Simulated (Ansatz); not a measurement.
Start from SiC in the wurtzite structure (space group P6_3mc, No. 186).

SiC has the hexagonal space group P6₃mc (No. 186), the wurtzite structure, Pearson symbol hP4. Conventional cell: a = b = 3.056 Å, c = 5.016 Å, α = β = 90.00°, γ = 120.00°. Si on 2b is coordinated by 4 C at 1.871–1.885 Å (tetrahedral). C on 2b is surrounded by 4 Si at 1.871–1.885 Å (tetrahedral). (Neighbours: up to the widest gap in distance over summed covalent radii, below 1.35, at either atom.)

Level of theory: LDA in Ansatz (plane waves to 420 eV, PAW, no SOC).

Strains are applied to the cell and any free atomic positions relax.

One change was made to it. Results:

The energy rises by 9.1 meV/atom; the band gap rises by 0.06 eV (2.13 eV → 2.19 eV); the electron mass becomes 0.26 mₑ along c, 0.44 mₑ across (at K) (base: 0.26 mₑ along c, 0.43 mₑ across (at K)); the pressure (mean of the normal stresses, compression positive) goes from zero to -7.69 GPa.

**Question.** What was done to the base?
(A) isotropic strain +2.40 %
(B) isotropic strain +1.20 %
(C) isotropic strain +0.60 %
(D) isotropic strain +1.80 %

**Answer.** B, isotropic strain +1.20 %. For comparison, the energy relative to the base in the other runs: isotropic strain +2.40 % gives +35 meV/atom; isotropic strain +1.80 % gives +20 meV/atom; isotropic strain +0.60 % gives +2.3 meV/atom.

Masses are band curvatures over ±0.01 Å⁻¹ around the edge. Stability against distortions was not tested.

Ansatz is a first-principles code.
